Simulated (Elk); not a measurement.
Band structure of PmS (Fm-3m, 2 atoms in the cell).

```xyz
2
Lattice="0.0000 2.8485 2.8485 2.8485 0.0000 2.8485 2.8485 2.8485 0.0000" Properties=species:S:1:pos:R:3 pbc="T T T"
Pm     0.0000     0.0000     0.0000
S      2.8485     2.8485     2.8485
```
Moments meant for the start (each program seeds them in its own way; μB, in the order of the atoms Pm S): 4.0 0.0.

Method of the run: PBEsol, all-electron FP-LAPW, Elk's shipped species files, APW+lo basis with extra local orbitals (Elk 10.2.4).

Settings: xctype = 22; spinpol = true; rgkmax = 7.5; stype = 0; swidth = 0.00499791 Ha; ngridk = 7 7 7; reducebf = 0.7; gmaxvr = 16 1/bohr; nxlo = 2; lorbcnd = true; lmaxi = 2; nempty = 12 per atom; maxscl = 100; bfcmt = [[0.0, 0.0, -1.0], [0.0, 0.0, 0.0]].

The starting cell comes from a database of computed structures (which also holds hypothetical and non-ambient phases and stackings), without a prior relaxation at this level. Spin-orbit coupling is off. With one magnetic atom in the cell only a parallel order is possible. With U or open f shells several self-consistent states can exist. The f electrons are in the valence without U or exact exchange, which can misplace them near the Fermi level. Spin-orbit terms, which matter for f shells, are left out. Values depend on the basis (sphere radii, cutoffs, local orbitals), which need not be converged.

Levels in eV from the Fermi level, bands 10 to 17 of the first spin channel:
```csv
point,10,11,12,13,14,15,16,17
Γ,-0.04,-0.03,-0.02,0.54,0.55,0.58,0.70,0.71
X,-0.19,-0.14,-0.11,-0.08,0.06,0.27,0.34,3.10
W,-0.31,-0.14,-0.11,-0.02,0.00,0.06,1.98,1.98
K,-0.22,-0.16,-0.10,-0.07,0.06,0.08,0.85,3.97
L,-0.26,-0.24,-0.04,-0.02,0.00,0.06,3.53,3.54
U,-0.20,-0.15,-0.10,-0.07,0.06,0.11,0.83,3.97
```

Bands cross the Fermi level along this path, so the cell is metallic at this level.

The net moment of the cell came out as 4.78 μB.
